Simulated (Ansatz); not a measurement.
The parent structure is BP in the zinc blende structure (space group F-43m, No. 216; a = 4.491 Å). Axes: x, y, z lie along the cube axes.

Method: DFT with LDA, PAW potentials and a 420 eV plane-wave cutoff in Ansatz (an electronic-structure program), no spin-orbit coupling.

Strains are applied to the cell and any free atomic positions relax.

One change was made to it. Results:

The band gap decreases by 0.24 eV (1.14 eV → 0.90 eV); the energy grows by 5.6 meV/atom; the valence-band top at Γ (three highest levels, from the VBM) becomes 0.00, -0.15, -0.27 eV (base: 0.00, 0.00, 0.00 eV).

Name the change that was made.
(A) tensor shear ε_xy = +0.86 %
(B) tensor shear ε_xy = +0.57 %
(C) tensor shear ε_xy = +1.71 %
(D) tensor shear ε_xy = +1.43 %
(E) tensor shear ε_xy = +0.29 %

D, tensor shear ε_xy = +1.43 %. For comparison, the band gap in the other runs: tensor shear ε_xy = +0.29 % gives 1.12 eV; tensor shear ε_xy = +0.86 % gives 1.03 eV; tensor shear ε_xy = +1.71 % gives 0.82 eV; tensor shear ε_xy = +0.57 % gives 1.09 eV.

No phonon test of stability was made.
